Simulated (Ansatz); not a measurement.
## A computed series for MgF2: pressure series

Take MgF2 in the rutile structure (space group P4_2/mnm, No. 136; a = 4.6994 Å, c = 3.0938 Å) as the base.

Cell and atoms are relaxed at each pressure.

Computed with PBE/PAW in Ansatz (a program for electronic structure), no spin-orbit coupling, earlier PAW set.

```tsv
P (GPa)	V (Å³/atom)
-2.00	11.656
-1.00	11.517
2.99	11.044
6.99	10.658
14.99	10.052
29.99	9.250
50.00	8.521
74.99	7.885
100.00	7.414
```

**Question.** Fit a third-order Birch–Murnaghan equation of state.

**Answer.** Least squares on P(V) = (3B₀/2)[(V₀/V)^(7/3) − (V₀/V)^(5/3)]·[1 + (3/4)(B₀′ − 4)((V₀/V)^(2/3) − 1)] gives V₀ = 11.39 Å³/atom, B₀ = 92 GPa and B₀′ = 4.3.

Between the base and pressure 7 GPa the gap moves from 6.83 eV to 7.27 eV, a mean slope of 63 meV/GPa.

Load acts through the strain it causes; cell and atoms are relaxed under it. Stability against distortions was not tested. No other phases were tried under pressure.
